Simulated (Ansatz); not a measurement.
# Hf3Si2 (P4/mbm, No. 127; cell taken from a computed entry)

Level of theory: r²SCAN-D4 (Ansatz, an electronic-structure program, PAW).

Run with plane-wave cutoff 500 eV, 6×6×12 k mesh (along the axes of the cell as run), Fermi–Dirac smearing 0.05 eV, scalar-relativistic PAW data made under PBE.

Cell: relaxed at this level.

```
Item                                 Value
---------------------------  -------------
equilibrium volume per atom  17.84 Å³/atom
lattice constant a                 6.990 Å
lattice parameter c                3.652 Å
band gap                              none
```

Note: the relaxation could not lower the start's symmetry, so the cell can be a saddle point above a distorted one.

Spin–orbit coupling is not included.

Computed values are for the static lattice.
